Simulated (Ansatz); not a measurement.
This concerns the formation energy of ZrSi2 (Cmcm) from the elements. Reaction: Zr (hcp) + 2 Si (diamond) → ZrSi2 (Cmcm). A negative value means that the right-hand side lies lower. The value is per atom of the solid.

ZrSi2 (Cmcm), 6 atoms in the cell; this is a cell from a database of computed structures that this text hasn't matched to a measured one, k-point mesh 10×10×10 on the run's own vectors.
```xyz
6
Lattice="0.0000 0.0000 3.6794 -3.7044 0.0000 0.0000 1.8522 -7.3965 0.0000" Properties=species:S:1:pos:R:3 pbc="T T T"
Zr    -1.8522    -5.8379     2.7596
Zr     0.0000    -1.5586     0.9199
Si     0.0000    -6.6115     0.9199
Si    -1.8522    -0.7851     2.7596
Si     0.0000    -3.7026     2.7596
Si    -1.8522    -3.6940     0.9199
```

Zr (hcp, P6₃/mmc), 2 atoms in the cell, k-point mesh 24×24×12 on the run's own vectors. Conventional cell: a = b = 3.231 Å, c = 5.178 Å, α = β = 90.00°, γ = 120.00°.

Si (diamond, Fd-3m), 2 atoms in the cell, k-point mesh 10×10×10 on the run's own vectors. Conventional cell: a = 5.4697 Å, b = 5.4697 Å, c = 5.4697 Å, α = 90.00°, β = 90.00°, γ = 90.00°.

All numbers come from Ansatz (a first-principles code), plane waves with PAW, its PAW set soft_1, cutoff 420 eV. The structures are at rest with PBE. Neutral cells; Fermi-Dirac smearing of at most 0.10 eV in the solids, energies taken to zero width. A dispersion term (D3(BJ), or D4 for r2SCAN) was computed beside these levels and is taken off wherever the name lacks it. No zero-point or thermal terms. Cells are local rest points, mostly with their start's symmetry.

Give the value at the level PBE.

-0.66 eV/atom, for Zr (hcp) + 2 Si (diamond) → ZrSi2 (Cmcm).
